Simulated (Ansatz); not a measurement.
Output of an Ansatz run (abridged):

```
WARN the atoms were moved onto the symmetric positions of the space group found under crystal.symmetry.tolerance 1.0e-5 (fractional …
WARN ansatz: RAYON_NUM_THREADS=1 ignored (pool sized by the plan → 1); use --threads N
Pseudopotentials: kind: paw
Pseudopotential: Mg, paw, valence charge 10
Pseudopotential: Ge, paw, valence charge 14
Crystal: 3 atoms, lattice volume = 64.644 Å³
Basis set: ecut = 420 eV, 1243 PW (Γ), exchange–correlation on 64×64×64 points (8 copies of the dense FFT grid, shifted against one another)
Bands: 21, of which v1, the nominal top of the filled ones, is band 17 counted from 1 (16 counted from 0)
Symmetry: 48 space group operations
Space group: Fm-3m (ITA 225), of the structure as read, at distance tolerance 4.0e-5 Å
k-points: 20 of 343
Initial density: superposition of atomic densities (neutral atoms: chi_scale 0, normalization atom), corrected by the library's trained network
Initial wavefunctions: pseudopotential atomic-orbital guess
Eigensolver: davidson
Functional: x = pbe(κ = 0.804, μ = 0.2195149727645171), c = pbe(β = 0.06672455060314922)
SCF iter   1: F=—  HF=-8143.409209 eV  |F-HF|=—  |Δ(HF+E_count)|=         —  Δρ=4.44e-3  dr2=3.33e-2  ethr=1.77e-3  ⟨swp⟩=6.0  Hψ=1853  notcnv=0
all-band conjugate gradients solve this SCF's bands
preconditioner: auto → none
SCF iter   2: F=—  HF=-8143.399809 eV  |F-HF|=—  |Δ(HF+E_count)|=   9.40e-3  Δρ=1.33e-3  dr2=1.19e-3  ethr=9.78e-5  ⟨swp⟩=2.2  Hψ=740  notcnv=0
SCF iter   3: F=—  HF=-8143.399769 eV  |F-HF|=—  |Δ(HF+E_count)|=   4.00e-5  Δρ=7.46e-4  dr2=2.95e-4  ethr=3.49e-6  ⟨swp⟩=2.0  Hψ=680  notcnv=0
SCF iter   4: F=—  HF=-8143.399839 eV  |F-HF|=—  |Δ(HF+E_count)|=   7.04e-5  Δρ=1.77e-4  dr2=2.16e-5  ethr=8.68e-7  ⟨swp⟩=2.0  Hψ=673  notcnv=0
SCF iter   5: F=—  HF=-8143.399841 eV  |F-HF|=—  |Δ(HF+E_count)|=   1.25e-6  Δρ=1.84e-5  dr2=1.45e-7  ethr=6.36e-8  ⟨swp⟩=2.0  Hψ=600  notcnv=0
SCF iter   6: F=-8143.399841 eV  HF=-8143.399841 eV  |F-HF|=1.15e-8  |Δ(HF+E_count)|=   2.09e-7  Δρ=3.89e-6  dr2=6.46e-9  ethr=2.94e-10  ⟨swp⟩=5.0  Hψ=1670  notcnv=0
SCF 1 converged in 6 iterations: F = -8143.399841 eV  dr2 = 6.46e-9
SCF converged after 6 iterations
Free energy (F): -8143.399841 eV
Harris-Foulkes:  -8143.399841 eV  (|F-HF|=1.15e-8)
Internal energy: -8143.399841 eV  (E = F + TS)
E sigma→0 (E₀):  -8143.399841 eV
Fermi energy:    7.096955 eV
--- Per-component energies (eV) ---
  E_band       = -849.918768
  E_kinetic    = 263.559083
  E_local      = -5730.377901  (includes V_loc(G=0)·N_el)
  E_nonlocal   = 609.323305
  E_hartree    = 2258.623002
  E_xc         = -133.954355
  E_vxc        = -140.028149  (∫ρ·V_xc dr)
  E_paw        = -2604.888645  (= ΣΔE_a)
  E_vpaw       = -369.641705  (= ΣTr[D̂ρ^β])
  E_aug_tail   = 0.000306  (compensation charges beyond the density's cutoff)
  E_ewald      = -2805.684637
  E_smearing   = -0.000000  (= −TS)
  E_closure    = -0.000000  (closes the sum)
  Σ components = -8143.399841   (vs F -8143.399841, Δ=0.00e0)
--- Forces (eV/Å), atoms counted from 1 ---
  atom   1  Mg     0.00000000     0.00000000     0.00000000
   [... zero for the other atoms too ...]
  max |Σ_I F_I| component: 9.25e-17 eV/Å
--- Stress (GPa, compression-positive) ---
        1.209433      -0.000000       0.000000
       -0.000000       1.209433       0.000000
        0.000000      -0.000000       1.209433
  P = ⅓ Tr σ = 1.2094 GPa (12.094 kbar)
  The stress holds the Pulay correction. Without it, at fixed plane waves, as pw.x and ABINIT print it: P = 1.1987 GPa
--- Band table (eV; the first three rows and the last of 20) ---
  k-point 0: bands = ["-69.1176", "-69.1146", "-35.8770", "-35.8770", "-35.8770", "-35.8630", "-35.8630", "-35.8630", "-16.6899", "-16.6899", "-16.6899", "-16.6723", "-16.6723", "-2.8086", "6.9617", "6.9617", "6.9617", "8.0412", "9.7976", "9.7976", "9.7976"]
  k-point 1: bands = ["-69.1174", "-69.1147", "-35.8764", "-35.8763", "-35.8763", "-35.8637", "-35.8637", "-35.8637", "-16.6899", "-16.6897", "-16.6897", "-16.6723", "-16.6723", "-2.6384", "5.3733", "6.7649", "6.7649", "8.6392", "10.1349", [...]
  k-point 2: bands = ["-69.1170", "-69.1151", "-35.8746", "-35.8744", "-35.8744", "-35.8659", "-35.8656", "-35.8656", "-16.6899", "-16.6892", "-16.6892", "-16.6722", "-16.6722", "-2.1759", "3.5329", "6.4437", "6.4437", "8.2966", "10.1447", [...]
  k-point 19: bands = ["-69.1161", "-69.1160", "-35.8798", "-35.8786", "-35.8721", "-35.8682", "-35.8618", "-35.8607", "-16.6899", "-16.6891", "-16.6879", "-16.6726", "-16.6717", "-1.1107", "3.1259", "3.2878", "4.6900", "8.9161", "10.6492", [...]
```

The structure:

```xyz
3
Lattice="0.0000 3.1854 3.1854 3.1854 0.0000 3.1854 3.1854 3.1854 0.0000" Properties=species:S:1:pos:R:3 pbc="T T T"
Mg     1.5927     1.5927     1.5927
Mg     4.7781     4.7781     4.7781
Ge     0.0000     0.0000     0.0000
```

**Question.** Write an input that gives this output.

**Answer.** Other spellings and defaults could give the same log, and not every line can be read from it. The input that was run (DFT, PBE, plane waves, default PAW files):

Ansatz 0.2 input:
```yaml
# Mg2Ge
crystal:
  lattice:
    - [0.000000, 3.185415, 3.185415]
    - [3.185415, 0.000000, 3.185415]
    - [3.185415, 3.185415, 0.000000]
  atoms:
    - { symbol: Mg, position_ang: [1.592707, 1.592707, 1.592707] }
    - { symbol: Mg, position_ang: [4.778123, 4.778123, 4.778123] }
    - { symbol: Ge, position_ang: [0.000000, 0.000000, 0.000000] }
basis:
  ecutwfc: 420.0
kpoints:
  mp_grid: { grid: [7, 7, 7] }
hamiltonian:
  xc: pbe
  pseudopotentials: { kind: paw }
scf:
  occupations: { method: fermi_dirac, width: 0.01 }
output:
  forces: true
  eigenvalues: true
  stress: true
```

The starting cell has typed, rounded lattice constants, without a prior relaxation at this level. Its lattice was rescaled by up to half a per cent. Ansatz's pressure includes its estimate of the finite-basis (Pulay) stress.

Ansatz is a first-principles code.
